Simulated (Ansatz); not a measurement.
Fluorite PbF₂ (high-temperature phase), treated with r²SCAN in Ansatz (PAW).

Settings: plane-wave cutoff 600 eV, 8×8×8 k mesh, scalar-relativistic PAW data made under PBE.

Computed at the level's own relaxed cell.

Elastic tensor (GPa, Voigt notation, ions relaxed):

```
  113.2    59.2    59.2     0.0     0.0     0.0
   59.2   113.2    59.2     0.0     0.0     0.0
   59.2    59.2   113.2     0.0     0.0     0.0
    0.0     0.0     0.0    23.2     0.0     0.0
    0.0     0.0     0.0     0.0    23.2     0.0
    0.0     0.0     0.0     0.0     0.0    23.2
```

Worked from these constants: the tetragonal shear constant is C′ = (C11 − C12)/2 = 27.0 GPa against C44 = 23.2 GPa, so the C44 shear is the softer. The Zener ratio C44/C′ is 0.86 (1 for an isotropic solid), and the Cauchy pressure C12 − C44 is 36.0 GPa. With C11 + 2C12 = 231.6 GPa all three Born conditions hold; they don't test modes at the zone boundary.

Measured, for comparison: elastic constant C11 96.1 ± 0.09 GPa, elastic constant C44 20.8 ± 0.01 GPa (room temperature, no zero-point or thermal correction; as tabulated in Jamieson, Manghnani, Matsui, Ming, J. Geophys. Res. 91, 4643 (1986)). Computed (rounded) less measured: elastic constant C11 +18 %, elastic constant C44 +12 %.

Spin–orbit coupling is not included; it can shift volumes and moduli of such heavy elements.

Ansatz is a program for electronic structure.
